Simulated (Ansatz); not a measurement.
**Hg2O (model structure, Pn-3m, No. 224, 6 atoms in the cell): properties by level of theory**

| level (code) | lattice constant a (Å) | bulk modulus B0 (GPa) | cohesive energy (eV/atom) |
|---|---|---|---|
| LDA (Ansatz) | 5.047 | 60.1 | 1.90 |
| PBE (Ansatz) | 5.270 | 36.4 | 1.08 |
| PBEsol (Ansatz) | 5.126 | 51.1 | 1.42 |

Caveats: the bulk modulus is −V dP/dV from two relaxed cells at ±2 % in volume (LDA, PBE, PBEsol). Ansatz's density-functional and Hartree–Fock values are scalar-relativistic unless marked +SOC, with PAW data made under PBE.

Free atoms are spin-polarised, in the lowest state found; at levels without +SOC their spin–orbit coupling is left out.

Static lattice: no zero-point or thermal effects.

A model structure was made by putting elements into a prototype or built by hand; it is no filed structure, need not be a known phase, and can be a saddle point held by its symmetry.

Ansatz is a quantum-chemistry and plane-wave program.
